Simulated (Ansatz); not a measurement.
Defect migration in rock-salt TiN: interstitial H, neutral cell. These are PBE, PAW (plane waves to 420 eV; Ansatz, an electronic-structure program) values and carry that method's errors.

Cell of 64 host sites held at the relaxed PBE lattice; a 3×3×3 k-point mesh shifted by half a step; Fermi-Dirac width 0.10 eV, spin-restricted; finite-size errors left in. Energies are static. Sites that were not tried may lie lower. The order of the sites in energy changes with the mesh.

Barriers: single points on a 4×4×4 k-point mesh shifted by half a step at the bands' geometries (they differ from the bands' own by up to 0.05 eV, and are uncertain by about as much).

Relaxed starting cell (atoms counted from 1):

```
CELL_PARAMETERS angstrom
      8.49380     0.00000     0.00000
      0.00000     8.49380     0.00000
      0.00000     0.00000     8.49380
ATOMIC_POSITIONS crystal
  Ti 0.00069 0.99896 0.99911
  Ti 0.99885 0.99786 0.49956
  Ti 0.00120 0.50092 0.99861
  Ti 0.99976 0.50204 0.49939
  Ti 0.50024 0.99785 0.00097
  Ti 0.49997 0.99294 0.49983
  Ti 0.50042 0.50205 0.00008
  Ti 0.50576 0.51980 0.49399
  N  0.25023 0.99957 0.99928
  N  0.24917 0.99955 0.49896
  N  0.25071 0.49992 0.99862
  N  0.25185 0.49877 0.49805
  N  0.75086 0.99977 0.00008
  N  0.74949 0.00113 0.49987
  N  0.75107 0.50039 0.99929
  N  0.75107 0.50143 0.49897
  Ti 0.99885 0.25038 0.24703
  Ti 0.99977 0.25021 0.75122
  Ti 0.00068 0.74993 0.24812
  Ti 0.00121 0.74942 0.75012
  Ti 0.49996 0.25066 0.24212
  Ti 0.50577 0.24481 0.76906
  Ti 0.50025 0.75178 0.24703
  Ti 0.50042 0.75089 0.75122
  N  0.24917 0.24978 0.24873
  N  0.25186 0.24887 0.74795
  N  0.25023 0.75010 0.24874
  N  0.25071 0.74943 0.74910
  N  0.74949 0.25068 0.25031
  N  0.75110 0.24978 0.75062
  N  0.75085 0.75090 0.24896
  N  0.75107 0.75011 0.74957
  Ti 0.25032 0.00040 0.24957
  Ti 0.25106 0.00157 0.74876
  Ti 0.25105 0.49958 0.25075
  Ti 0.25301 0.49762 0.74678
  Ti 0.74960 0.00101 0.25020
  Ti 0.75022 0.00041 0.74947
  Ti 0.75022 0.50030 0.24960
  Ti 0.74906 0.49957 0.74874
  N  0.99972 0.99977 0.24895
  N  0.00052 0.99956 0.74957
  N  0.00052 0.50039 0.24874
  N  0.00120 0.49992 0.74910
  N  0.49993 0.00113 0.25031
  N  0.50085 0.99954 0.75063
  N  0.50085 0.50145 0.24872
  N  0.50179 0.49880 0.74799
  Ti 0.24856 0.25020 0.00010
  Ti 0.23085 0.24482 0.49396
  Ti 0.24968 0.74944 0.99861
  Ti 0.24857 0.75088 0.49938
  Ti 0.75276 0.25041 0.00096
  Ti 0.75765 0.25066 0.49982
  Ti 0.75169 0.74991 0.99911
  Ti 0.75277 0.75177 0.49957
  N  0.00068 0.24995 0.99911
  N  0.99685 0.24975 0.49894
  N  0.00067 0.74996 0.99914
  N  0.00068 0.74994 0.49913
  N  0.50087 0.24976 0.00300
  N  0.50334 0.24729 0.49649
  N  0.50068 0.74994 0.99912
  N  0.50087 0.75376 0.49893
  H  0.43155 0.31897 0.56826
```

End state 1 differs by these moves (Å; atoms that move under 0.08 Å are left out):

```csv
atom,element,Δx,Δy,Δz
8,Ti,0.00,0.00,0.09
21,Ti,0.05,-0.05,-0.11
22,Ti,-0.05,0.05,-0.11
50,Ti,0.00,0.00,0.09
65,H,0.00,0.00,-1.17
```

**Question.** Estimate the forward and backward barriers to end state 1 that PBE, PAW returns for this input.

**Answer.** forward 0.17 eV, backward 0.17 eV; at the saddle point atom 65 has neighbours N at 1.04, N at 1.99; 2 Ti at 1.83 Å. The saddle point's order was not checked, and it lies on a symmetry element of the cell, where a band can be held.
